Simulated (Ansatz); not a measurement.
**Effect of pressure 0.3 GPa on HfS2**

Take HfS$_{2}$ in the CdI2 type structure (space group P-3m1, No. 164; a = 3.6057 Å, c = 5.7676 Å; layered, stacked along the Cartesian z axis) as the base.

One thing is altered: a hydrostatic pressure of 0.3 GPa.

All numbers come from Ansatz (a first-principles code) PBE-D3(BJ), no SOC. Γ-centred 11×11×6 mesh, Fermi–Dirac width 0.05 eV.

| quantity | base | changed | shift |
|---|---|---|---|
| volume per atom | 21.65 Å³ | 21.45 Å³ | -0.192 Å³ |
| density | 6.20 g/cm³ | 6.26 g/cm³ | +0.06 g/cm³ |
| lattice parameter a | 3.606 Å | 3.600 Å | -0.0053 Å |
| c/a ratio | 1.600 | 1.592 | -0.0071 |
| shortest interatomic distance | 2.541 Å | 2.539 Å | -0.002 Å |
| enthalpy H = E + PV relative to the base's energy | – | +0.04 eV/atom | – |
| band gap | 0.85 eV | 0.80 eV | -0.05 eV |
| gap character | indirect, Γ → L | indirect, Γ → L | – |
| smallest direct gap | 1.81 eV | 1.78 eV | -0.03 eV |
| width of the top valence band | 2.10 eV | 2.14 eV | +0.04 eV |
| valence-band top at Γ (three highest levels, from the VBM) | – | 0.00, -0.20, -0.20 eV | – |

Cost of the whole job for the changed cell (relaxation, final SCF and bands): very roughly 27 core-seconds.

With Hf present, leaving out spin-orbit coupling can change the band edges. Load acts through the strain it causes; cell and atoms are relaxed under it. Stability against distortions was not tested.
